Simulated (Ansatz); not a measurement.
Worked example: dielectric-response calculation of Si (P6_3/mmc, 4 atoms in the cell) in Ansatz (a first-principles code).

Method: LDA (PW92), default PAW files made with PBE (plane waves; Ansatz).

```yaml
crystal:
  lattice:
    - [3.81216, 0.00000, 0.00000]
    - [-1.90608, 3.30143, 0.00000]
    - [0.00000, 0.00000, 6.30096]
  atoms:
    - { symbol: Si, position: [0.33333, 0.66667, 0.06301] }
    - { symbol: Si, position: [0.66667, 0.33333, 0.93699] }
    - { symbol: Si, position: [0.66667, 0.33333, 0.56301] }
    - { symbol: Si, position: [0.33333, 0.66667, 0.43699] }
```

Reference input (self-consistent single point, DFT, LDA (PW92), plane waves, default PAW files made with PBE): basis.ecutwfc = 420 eV; kpoints.mp_grid.grid = 8 8 4; hamiltonian.xc = lda; hamiltonian.pseudopotentials = {kind: paw} (the program's default PAW files); scf.occupations.method = fermi_dirac; scf.occupations.width = 0.05 eV. This run's input differs from it in these lines:

Ansatz 0.2 input:
```diff
@@ -15,3 +15,3 @@
   mp_grid:
-    grid: [8, 8, 4]
+    grid: [12, 12, 6]
 hamiltonian:
@@ -22,8 +22,5 @@
   occupations:
-    method: fermi_dirac
-    width: 0.05
-output:
-  forces: true
-  eigenvalues: true
-  stress: true
+    method: fixed
+dielectric:
+  field_mesh: kpoints
```

Output (repeated stretches shortened):

```
SCF iter   1: F=—  HF=-2434.554007 eV  |F-HF|=—  |Δ(HF+E_count)|=         —  Δρ=3.91e-3  dr2=7.28e-3  ethr=1.77e-3  ⟨swp⟩=4.3  Hψ=16871  notcnv=0  defer=434
all-band conjugate gradients solve this SCF's bands
preconditioner: auto → none
SCF iter   2: F=—  HF=-2434.552950 eV  |F-HF|=—  |Δ(HF+E_count)|=   1.06e-3  Δρ=1.82e-3  dr2=1.46e-3  ethr=4.55e-5  ⟨swp⟩=2.5  Hψ=6408  notcnv=0  defer=480
SCF iter   3: F=—  HF=-2434.552710 eV  |F-HF|=—  |Δ(HF+E_count)|=   2.40e-4  Δρ=1.08e-4  dr2=5.61e-6  ethr=9.15e-6  ⟨swp⟩=2.5  Hψ=4042  notcnv=0  defer=480
SCF iter   4: F=—  HF=-2434.552711 eV  |F-HF|=—  |Δ(HF+E_count)|=   8.98e-7  Δρ=1.54e-5  dr2=1.44e-7  ethr=3.51e-8  ⟨swp⟩=2.3  Hψ=4714  notcnv=0  defer=355
SCF iter   5: F=—  HF=-2434.552711 eV  |F-HF|=—  |Δ(HF+E_count)|=   1.85e-7  Δρ=4.33e-6  dr2=6.58e-9  ethr=8.98e-10  ⟨swp⟩=2.4  Hψ=4608  notcnv=0  defer=9
SCF iter   6: F=-2434.552711 eV  HF=-2434.552711 eV  |F-HF|=4.46e-11  |Δ(HF+E_count)|=   1.84e-9  Δρ=2.87e-7  dr2=8.89e-11  ethr=1.00e-12  ⟨swp⟩=3.4  Hψ=14897  notcnv=0
SCF 1 converged in 6 iterations: F = -2434.552711 eV  dr2 = 8.89e-11
DFPT response loops at Γ: preconditioner auto → Resta (q_TF=auto, 2.089 Å⁻¹)  ε∞=14.5 (no band partly filled) …
   [... lines left out ...]
WARN: field response: the 12×12×6 k-mesh looks too coarse for the field response at k = (0.0000, 0.0000, 0.0000), direct gap 0.959 eV …
Free energy (F): -2434.552711 eV
Fermi energy:    6.413026 eV
   [... lines left out ...]
         0.00000    0.00000   -0.00000
        -0.00000    0.00000    0.00000
    site 3:
         0.00000   -0.00000    0.00000
        -0.00000    0.00000    0.00000
        -0.00000    0.00000    0.00000
  Z* charge neutrality: 2.513e-5 e pre-enforcement
  k-mesh period / interband length: 37.8 Å / 3.41 Å = 11.10 at k = (0.0000, 0.0000, 0.0000), direct gap 0.959 eV — UNDER 14: by this measure the k-mesh is too coarse for the response
```

The run converged in 6 iterations. 

Summary of the result:
| Item | Value |
|---|---|
| Free energy E − TS (on the zero of these files) | -2434.5527 eV |
| Top of the valence band (on the code's own zero) | 6.41 eV |
| Gap on the k-point mesh | 0.28 eV |
| ε∞ at this k-point mesh, which may be far from converged in small-gap cells (xx, yy, zz) | 12.9, 12.9, 14.0 |
| Born charges at this mesh (mean of the diagonal, e) | Si 0.00, Si 0.00, Si 0.00, Si 0.00 |

The starting cell comes from a database of computed structures (which also holds hypothetical and non-ambient phases and stackings), without a prior relaxation at this level. Its lattice was rescaled by up to half a per cent.

Cost on one core of a shared machine: roughly 90 s.
